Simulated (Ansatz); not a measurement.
Defect migration in amorphous Si27O54 (a melt-quenched model of 81 atoms): interstitial Li, charge state +1. The step: Li moves alone to another site; the atom moves 1.95 Å along (-0.05, 0.17, -0.06) of the unit cell; the moving atom starts with neighbours O at 1.91, O at 2.00, O at 2.06, O at 2.23 Å and ends with O at 1.89, O at 1.98, O at 2.00, O at 2.26, O at 2.27; Si at 2.44 Å. DFT values are from Ansatz (plane-wave PAW, 420 eV unless said) in a cell of 81 host sites, spin-restricted, static, with no finite-size correction. The charge state is imposed; whether it is stable for some Fermi level was not computed. Sites that were not tried may lie lower. The start lies 0.24 eV above the lowest site run (PBE). For the PBE band: the saddle point's order was not checked.

```
Level                                                              Forward barrier (eV)  Cost of the band or of the saddle's single point
-----------------------------------------------------------------  --------------------  ------------------------------------------------
CHGNet universal potential (has no charge state), its own band                     0.16                                                 -
PBE, the Γ point alone, band relaxed                                               0.16                           roughly 16 core-minutes
PBE, a 2×2×2 k-point mesh shifted by half a step, same geometries                  0.16                     around 4 core-minutes (rough)
r2SCAN at 500 eV, the Γ point alone, same geometries                                  ?           about 110 core-seconds (a rough figure)
HSE06, Γ point alone, same geometries                                              0.11                       very roughly 9 core-minutes
```

Question: Complete the blanks.

Answer: 
- r2SCAN at 500 eV, the Γ point alone, same geometries, Forward barrier (eV): 0.13

Ansatz is a first-principles code.
